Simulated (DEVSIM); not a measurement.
Device: Cr/Al2O3/p-Ge capacitor, at 250 K.

Layer 1 from the left is Al2O3, thickness (nm) 18.0. Layer 2 from the left is Ge, thickness (nm) 2700, Na (cm⁻³) 4.7e16.

Metal gate on the left, work function 4.5 eV. Fixed charge at the semiconductor interface 1.5e11 cm⁻² (in units of +e); interface traps 2.3e10 cm⁻² eV⁻¹, uniform in energy, neutral level at 0.3 of the gap above the valence band.

Constants are typed, rounded textbook-type inputs, not results; the design itself was drawn at random and stands for no fabricated device. Values at 300 K; Nc and Nv go as T^1.5, mobilities as T to minus their exponent, the gap by Varshni's rule with the affinity fixed.

Al2O3: gap (eV) 6.8, affinity (eV) 1.35, permittivity 9. Ge: gap (eV) 0.664, affinity (eV) 4, permittivity 16, Nc (cm⁻³) 1.04e19, Nv (cm⁻³) 6e18, Varshni α (eV/K) 0.000477, Varshni β (K) 235.

Model (solved in DEVSIM): 1D Poisson equation in equilibrium, Boltzmann statistics, complete ionisation; no quantum confinement or tunnelling. Metal contacts follow the ideal Schottky-Mott rule: no Fermi-level pinning, no interface dipoles.

### Question
What does the simulation give for the minimum of the low-frequency capacitance, the flat-band voltage, the threshold voltage (band bending 2φF)?

### Answer
minimum of the low-frequency capacitance 0.0984 μF/cm²; flat-band voltage -0.14 V; threshold voltage (band bending 2φF) 0.57 V.
